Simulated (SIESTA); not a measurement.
**Convergence series on BiB (F-43m, 2 atoms in the cell)**

```cif
data_BBi
_chemical_formula_sum 'Bi1 B1'
_space_group_name_H-M_alt 'P 1'
_space_group_IT_number 1
_cell_length_a 3.96559
_cell_length_b 3.96559
_cell_length_c 3.96559
_cell_angle_alpha 60.000
_cell_angle_beta 60.000
_cell_angle_gamma 60.000
loop_
_space_group_symop_operation_xyz
  'x, y, z'
loop_
_atom_site_label
_atom_site_type_symbol
_atom_site_fract_x
_atom_site_fract_y
_atom_site_fract_z
_atom_site_occupancy
Bi1 Bi 0.25000 0.25000 0.25000 1
B1 B 0.00000 0.00000 0.00000 1
```

Method: GGA PBE, numerical atomic orbitals DZP, PseudoDojo PBE standard norm-conserving potentials (rewritten from UPF to PSML) in SIESTA 5.4.2.

The starting cell was generated: these elements placed on a structure prototype, without a prior relaxation; it need not be a known phase or ordering of this composition. Values carry the incompleteness of an atom-centred basis.

Held fixed: XC.functional = GGA; XC.authors = PBE; potentials = PseudoDojo PBE standard; PAO.BasisSize = DZP; PAO.EnergyShift = 0.005 Ry; kgrid.MonkhorstPack = 8 8 8; OccupationFunction = FD; ElectronicTemperature = 100 meV; MaxSCFIterations = 150; SCF.Mixer.Method = Pulay; SCF.Mixer.Weight = 0.1; SCF.Mixer.History = 8; SCF.DM.Tolerance = 1.0E-05.

ΔF is the free energy per atom less that of the last row (700 Ry).

The series runs over MeshCutoff = 175 Ry; 245 Ry; 280 Ry; 315 Ry; 350 Ry; 402 Ry; 455 Ry; 525 Ry; 612 Ry; 700 Ry.

### Question
From which setting on does the pressure stay within 0.05 GPa of the last one?

### Answer
From MeshCutoff = 245 Ry on; the one before it is off by 0.073 GPa. The value it settles on is -2.01 GPa at this level of theory and with the other settings as held.

### Question
From which setting on does the energy stay within 0.5 meV/atom of the last one?

### Answer
From MeshCutoff = 455 Ry on; the one before it is off by 0.90 meV/atom.

```
MeshCutoff  ΔF (meV/atom)  pressure (GPa)
----------  -------------  --------------
175 Ry               -5.2           -1.94
245 Ry               -3.6           -1.98
280 Ry              -1.78           -1.99
315 Ry              -1.78           -1.99
350 Ry              -0.90           -2.00
402 Ry              -0.90           -2.00
455 Ry              -0.18           -2.00
525 Ry              -0.18           -2.00
612 Ry              -0.10           -2.00
700 Ry               0.00           -2.01
```

Left out of this page: 1 run of the series unsound by tests on forces, stress, charge or solver warnings.
